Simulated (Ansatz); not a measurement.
Data:

End structure of the (11-22) surface of hexagonal WC in its 1x1 cell (cut with top plane C + W, bottom plane C + W), outermost plane spacing 1.02 Å in the ideal cut:

```
CELL_PARAMETERS angstrom
      4.07949     0.00000     0.00000
      0.00000     5.06115     0.00000
      0.00000     0.00000    26.50000
ATOMIC_POSITIONS crystal
  C  0.71702 0.65767 0.30811
  W  0.25368 0.50030 0.31143
  C  0.02331 0.17338 0.34853
  W  0.51904 0.00655 0.34581
  C  0.26599 0.66581 0.38372
  W  0.76526 0.49977 0.38474
  C  0.52690 0.16338 0.42292
  W  0.02818 0.00128 0.42261
  C  0.78082 0.66590 0.46164
  W  0.28386 0.49974 0.46186
  C  0.03917 0.16685 0.50000
  W  0.53917 0.99892 0.50000
  C  0.29752 0.66590 0.53836
  W  0.79448 0.49974 0.53814
  C  0.55144 0.16338 0.57708
  W  0.05016 0.00128 0.57739
  C  0.81235 0.66581 0.61628
  W  0.31308 0.49977 0.61526
  C  0.05503 0.17338 0.65147
  W  0.55930 0.00655 0.65419
  C  0.36132 0.65767 0.69189
  W  0.82466 0.50030 0.68857
```

Model: 22-atom slab, C11W11, 10.2 Å thick at the start (thin: gaps and levels are the slab's own), 9x8x1 mesh, Fermi-Dirac 0.1 eV, dipole correction, all atoms relaxed; start symmetry kept, larger cells not searched; no spin, no spin-orbit, no U.

### Question
What is the computed work function of the top face (PBE (Ansatz, an electronic-structure program))?

### Answer
4.13 eV
